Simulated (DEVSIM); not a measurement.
Device: abrupt Si p-n junction, at 300 K.

Layer 1 from the left is Si, thickness (μm) 5.80, Na (cm⁻³) 2.2e15, τn (s) 0.00067, τp (s) 0.00067. Layer 2 from the left is Si, thickness (μm) 0.350, Nd (cm⁻³) 7.1e15, τn (s) 0.00067, τp (s) 0.00067.

Left contact: ohmic. Right contact: ohmic. Voltage is applied to the left contact. Recombination: SRH at mid-gap, radiative. Mobility is μmin + (μ − μmin)/(1 + (N/Nref)^α).

The device is made up for the run: typed textbook-type constants, with dimensions and the other settings drawn at random. Values at 300 K.

Si: gap (eV) 1.124, affinity (eV) 4.05, permittivity 11.7, Nc (cm⁻³) 2.86e19, Nv (cm⁻³) 3.1e19, μn (cm²/Vs) 1417, μp (cm²/Vs) 470, μn,min 52, μp,min 45, Nref,n 9.7e16, Nref,p 2.2e17, αn 0.68, αp 0.72, B (cm³/s) 4.7e-15.

Problem. Estimate by hand the built-in potential, the peak field at zero bias, and compare with a numerical solution.

Solution. 
- Built-in potential: ni = √(Nc Nv) exp(−Eg/2kT) = 1.08e10 cm⁻³ with Eg = 1.124 eV; Vbi = kT/q ln(Na Nd/ni²) = 0.662 V; numerical 0.662 V.
- Peak field at zero bias: depletion approximation: W = √(2εVbi/(qN)) = 0.714 μm with N = 1.68e15 cm⁻³; field = 2Vbi/W = 18600 V/cm; numerical 17800 V/cm (estimate above by 4.1 %).

DEVSIM, 1D drift-diffusion, Boltzmann statistics, complete ionisation; no tunnelling, impact ionisation, image-force lowering or self-heating.
